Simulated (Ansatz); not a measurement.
Output of an Ansatz run (abridged):

```
WARN ansatz: RAYON_NUM_THREADS=1 ignored (pool sized by the plan → 1); use --threads N
Pseudopotentials: kind: paw
Pseudopotential: In, paw, valence charge 13
Pseudopotential: As, paw, valence charge 15
Crystal: 2 atoms, lattice volume = 48.360 Å³
Basis set: ecut = 420 eV, 941 PW (Γ)
Bands: 18, of which v1, the nominal top of the filled ones, is band 14 counted from 1 (13 counted from 0)
Symmetry: 48 space group operations
Space group: Fm-3m (ITA 225), of the structure as read, at distance tolerance 3.6e-5 Å
k-points: 47 of 1000
PAW frozen core: In, regenerated for the run's functional, and the local potential with it
PAW frozen core: As, regenerated for the run's functional, and the local potential with it
Initial density: superposition of atomic densities (neutral atoms: chi_scale 0, normalization atom), corrected by the library's trained network
Initial wavefunctions: pseudopotential atomic-orbital guess
Eigensolver: davidson
Functional: x = slater, c = lda
SCF iter   1: F=—  HF=-10230.917239 eV  |F-HF|=—  |Δ(HF+E_count)|=         —  Δρ=7.26e-3  dr2=1.85e-2  ethr=1.77e-3  ⟨swp⟩=5.5  Hψ=3950  notcnv=0
all-band conjugate gradients solve this SCF's bands
preconditioner: auto → Kerker (q_TF=auto, 2.491 Å⁻¹)
SCF iter   2: F=—  HF=-10230.911195 eV  |F-HF|=—  |Δ(HF+E_count)|=   6.04e-3  Δρ=4.03e-3  dr2=6.44e-3  ethr=6.61e-5  ⟨swp⟩=1.1  Hψ=1225  notcnv=0
SCF iter   3: F=—  HF=-10230.909286 eV  |F-HF|=—  |Δ(HF+E_count)|=   1.91e-3  Δρ=7.51e-4  dr2=3.91e-4  ethr=2.30e-5  ⟨swp⟩=2.0  Hψ=1138  notcnv=0
SCF iter   4: F=—  HF=-10230.909193 eV  |F-HF|=—  |Δ(HF+E_count)|=   9.32e-5  Δρ=2.81e-4  dr2=3.60e-5  ethr=1.39e-6  ⟨swp⟩=2.0  Hψ=1501  notcnv=0
SCF iter   5: F=—  HF=-10230.909177 eV  |F-HF|=—  |Δ(HF+E_count)|=   1.57e-5  Δρ=8.09e-5  dr2=3.48e-6  ethr=1.29e-7  ⟨swp⟩=2.0  Hψ=1457  notcnv=0
SCF iter   6: F=—  HF=-10230.909177 eV  |F-HF|=—  |Δ(HF+E_count)|=   5.05e-7  Δρ=2.18e-5  dr2=1.94e-7  ethr=1.24e-8  ⟨swp⟩=2.0  Hψ=1503  notcnv=0
SCF iter   7: F=-10230.909177 eV  HF=-10230.909177 eV  |F-HF|=9.50e-10  |Δ(HF+E_count)|=   6.55e-8  Δρ=4.27e-6  dr2=5.11e-9  ethr=3.57e-10  ⟨swp⟩=5.1  Hψ=3575  notcnv=0
SCF 1 converged in 7 iterations: F = -10230.909177 eV  dr2 = 5.11e-9
SCF converged after 7 iterations
Free energy (F): -10230.909177 eV
Harris-Foulkes:  -10230.909177 eV  (|F-HF|=9.50e-10)
Internal energy: -10230.905880 eV  (E = F + TS)
E sigma→0 (E₀):  -10230.907528 eV
Entropy (-TS):   -0.003297 eV (-1.648 meV/atom)
Fermi energy:    9.254193 eV
--- Per-component energies (eV) ---
  E_band       = -273.116756
  E_kinetic    = 345.416922
  E_local      = -2822.034654  (includes V_loc(G=0)·N_el)
  E_nonlocal   = -295.514356
  E_hartree    = 1377.070128
  E_xc         = -291.899938
  E_vxc        = -179.879483  (∫ρ·V_xc dr)
  E_paw        = -5768.360779  (= ΣΔE_a)
  E_vpaw       = -75.244983  (= ΣTr[D̂ρ^β])
  E_aug_tail   = 0.000036  (compensation charges beyond the density's cutoff)
  E_ewald      = -2777.943005
  E_core_change = 2.359766  (= ΣΔE_core)
  E_smearing   = -0.003297  (= −TS)
  E_closure    = 0.000000  (closes the sum)
  Σ components = -10230.909177   (vs F -10230.909177, Δ=0.00e0)
--- Forces (eV/Å), atoms counted from 1 ---
  atom   1  In     0.00000000    -0.00000000     0.00000000
  atom   2  As     0.00000000     0.00000000    -0.00000000
  max |Σ_I F_I| component: 5.97e-29 eV/Å
--- Stress (GPa, compression-positive) ---
       -5.971809       0.000000       0.000000
        0.000000      -5.971809       0.000000
        0.000000      -0.000000      -5.971809
  P = ⅓ Tr σ = -5.9718 GPa (-59.718 kbar)
  The stress holds the Pulay correction. Without it, at fixed plane waves, as pw.x and ABINIT print it: P = -5.9997 GPa
--- Band table (eV; the first three rows and the last of 47) ---
  k-point 0: bands = ["-25.9990", "-25.9990", "-25.9929", "-25.9929", "-25.9929", "-4.9536", "-4.9536", "-4.9317", "-4.9317", "-4.9317", "-2.7807", "8.2793", "9.0684", "9.0684", "9.0684", "16.5041", "16.5041", "16.5041"]
  k-point 1: bands = ["-25.9989", "-25.9989", "-25.9929", "-25.9928", "-25.9928", "-4.9573", "-4.9573", "-4.9318", "-4.9276", "-4.9276", "-2.6755", "7.1307", "9.0866", "9.0866", "10.0542", "15.4254", "15.7001", "15.7001"]
  k-point 2: bands = ["-25.9988", "-25.9988", "-25.9928", "-25.9927", "-25.9927", "-4.9690", "-4.9690", "-4.9326", "-4.9149", "-4.9149", "-2.3702", "5.6537", "9.1485", "9.1485", "10.9703", "14.4622", "14.5155", "14.5155"]
  k-point 46: bands = ["-25.9991", "-25.9984", "-25.9927", "-25.9922", "-25.9917", "-5.1494", "-4.9566", "-4.9316", "-4.8973", "-4.8559", "-0.3305", "4.5553", "5.3158", "6.0207", "10.6759", "13.9330", "15.2101", "16.9481"]
```

The structure:

```
CELL_PARAMETERS angstrom
      0.00000     2.89169     2.89169
      2.89169     0.00000     2.89169
      2.89169     2.89169     0.00000
ATOMIC_POSITIONS crystal
  In 0.50000 0.50000 0.50000
  As 0.00000 0.00000 0.00000
```

Task: What input produced this log?

Result: Other spellings and defaults could give the same log, and not every line can be read from it. The input that was run (DFT, LDA (PW92), plane waves, default PAW files made with PBE):

Ansatz 0.2 input:
```yaml
# InAs
crystal:
  lattice:
    - [0.000000, 2.891692, 2.891692]
    - [2.891692, 0.000000, 2.891692]
    - [2.891692, 2.891692, 0.000000]
  atoms:
    - { symbol: In, position_ang: [2.891692, 2.891692, 2.891692] }
    - { symbol: As, position_ang: [0.000000, 0.000000, 0.000000] }
basis:
  ecutwfc: 420.0
kpoints:
  mp_grid: { grid: [10, 10, 10] }
hamiltonian:
  xc: lda
  pseudopotentials: { kind: paw }
scf:
  occupations: { method: gaussian, width: 0.1 }
output:
  forces: true
  eigenvalues: true
  stress: true
```

The starting cell comes from a database of computed structures (which also holds hypothetical and non-ambient phases and stackings), without a prior relaxation at this level. Its lattice was rescaled by up to half a per cent. With a pressure of about -6 GPa the cell is away from its equilibrium volume at this level. Ansatz's pressure includes its estimate of the finite-basis (Pulay) stress. The run gives no clean gap (levels at the Fermi energy touch, overlap or are partly filled at this smearing), which alone does not show that the compound is a metal.

Ansatz is a first-principles code.
